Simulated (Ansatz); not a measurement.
System: interstitial B in silicon with all lengths changed by +1 % (charge state -1). Method: PBE, PAW (plane waves to 420 eV; Ansatz, an electronic-structure program).

64-site cell at the strained lattice (strain from the relaxed PBE one, atoms relaxed), a 2×2×2 k-point mesh shifted by half a step, smearing 0.01 eV, spin-restricted, no finite-size correction. No zero-point or tunnelling terms. The charge state is imposed; whether it is stable for some Fermi level was not computed. Sites that were not tried may lie lower.

Barriers: single points on a 3×3×3 k-point mesh shifted by half a step at the bands' geometries.

Relaxed starting cell (atoms counted from 1):

```xyz
65
Lattice="11.0494 0.0000 0.0000 0.0000 11.0494 0.0000 0.0000 0.0000 11.0494" Properties=species:S:1:pos:R:3 pbc="T T T"
Si    -0.9854    -0.9847     2.2450
Si    -0.0013    -0.0012     8.2841
Si    -0.0032     5.5207     2.7595
Si     0.0096     5.5348     8.2892
Si     5.5205    -0.0030     2.7595
Si     5.5345     0.0097     8.2892
Si     5.4606     5.4608     2.7460
Si     5.5266     5.5266     8.2882
Si     1.4066     4.1659     1.3691
Si     1.3707     4.1396     6.8687
Si     1.4456     9.9317     1.3993
Si     1.3747     9.6763     6.8917
Si     6.9384     4.1215     1.3813
Si     6.9008     4.1157     6.9203
Si     6.9141     9.6457     1.4185
Si     6.8863     9.6581     6.9316
Si     0.0510     2.8375    -0.0793
Si     0.0184     2.7121     5.4696
Si    -0.0114     8.4031     0.1403
Si    -0.0022     8.2348     5.5668
Si     5.5553     2.7654    -0.0134
Si     5.5324     2.7558     5.5012
Si     5.5256     8.3009     0.0015
Si     5.4990     8.2718     5.5479
Si     1.3109     1.3106     3.9654
Si     1.4093     1.4092     9.6154
Si     1.3790     6.9306     4.1159
Si     1.3464     6.9538     9.7174
Si     6.9302     1.3793     4.1161
Si     6.9535     1.3466     9.7174
Si     6.7747     6.7749     4.1875
Si     6.9088     6.9089     9.6780
Si     2.8378     0.0508    -0.0795
Si     2.7122     0.0186     5.4699
Si     2.7652     5.5554    -0.0135
Si     2.7555     5.5326     5.5010
Si     8.4027    -0.0116     0.1402
Si     8.2342    -0.0020     5.5671
Si     8.3010     5.5258     0.0016
Si     8.2717     5.4993     5.5479
Si     4.1103     4.1105     4.1313
Si     4.1508     4.1510     9.6717
Si     4.1440     9.6746     4.1634
Si     4.1649     9.6656     9.6326
Si     9.6744     4.1441     4.1634
Si     9.6657     4.1649     9.6328
Si     9.3794     9.3801     4.3681
Si     9.6807     9.6807     9.7044
Si     2.7496     2.7496     2.7582
Si     2.7863     2.7867     8.2429
Si     2.7354     8.3744     2.7476
Si     2.7379     8.2882     8.2936
Si     8.3742     2.7354     2.7478
Si     8.2882     2.7380     8.2937
Si     8.1158     8.1159     2.8369
Si     8.2998     8.3001     8.3104
Si     4.1659     1.4067     1.3690
Si     4.1395     1.3710     6.8689
Si     4.1212     6.9384     1.3812
Si     4.1155     6.9008     6.9203
Si     9.9311     1.4455     1.3993
Si     9.6761     1.3748     6.8917
Si     9.6457     6.9146     1.4185
Si     9.6579     6.8868     6.9315
B      0.3942     0.3937     2.4072
```
Cell charge -1.

End state 1 differs by these moves (Å; atoms that move under 0.08 Å are left out):

```tsv
atom	element	Δx	Δy	Δz
1	Si	0.04	0.36	-0.11
11	Si	0.20	-0.20	0.05
17	Si	-0.06	-0.08	0.09
19	Si	-0.01	0.08	0.05
20	Si	-0.01	0.06	-0.05
25	Si	0.14	-0.02	0.09
30	Si	-0.11	0.04	-0.12
31	Si	0.07	0.06	-0.03
34	Si	0.07	-0.04	0.05
37	Si	-0.20	0.05	-0.21
47	Si	0.10	0.21	-0.12
51	Si	0.13	-0.14	0.04
53	Si	-0.14	0.08	0.03
55	Si	0.09	0.10	-0.04
59	Si	0.04	-0.08	-0.02
61	Si	-0.45	0.04	-0.10
65	B	0.43	-0.43	0.33
```

Q: Estimate the forward and backward barriers to end state 1 that PBE, PAW returns for this input.

A: forward 0.15 eV, backward 0.054 eV; at the saddle point atom 65 has neighbours Si at 1.94, Si at 1.99, Si at 2.02 Å. The saddle point's order was not checked.
